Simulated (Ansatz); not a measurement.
For 1T (CdI2-type) PtTe₂, PBE-D3(BJ) (Ansatz, a program for electronic structure, PAW) gives:

| Item | Value |
|---|---|
| lattice parameter a | 4.053 Å |
| lattice parameter c | 5.092 Å |

Question: What does PBE0 in Ansatz (PAW) give for the same quantities?

Answer: 
- lattice constant a: 4.030 Å (drops by 0.6 %)
- lattice parameter c: 5.464 Å (rises by 7.3 %)

For comparison: lattice constant a 4.026 Å (measured, temperature not stated, no zero-point or thermal correction; as tabulated in Pelayo et al. (2023), arXiv:2312.15371); lattice parameter c 5.221 Å (measured, temperature not stated, not corrected to a static lattice; as tabulated in Pelayo et al. (2023), arXiv:2312.15371).

Changes are worked out from the printed values.

Unless a cell is named, each level is at its own relaxed cell (PBE-D3(BJ) 24.14, PBE0 25.62 Å³/atom).

Levels without +SOC leave out spin–orbit coupling, which shifts energies and cells of such heavy elements.

Caveats: the cell comes from a level without a dispersion term, which matters for the spacing of layers, chains or molecules (PBE0). Ansatz's density-functional and Hartree–Fock values are scalar-relativistic unless marked +SOC, with PAW data made under PBE.
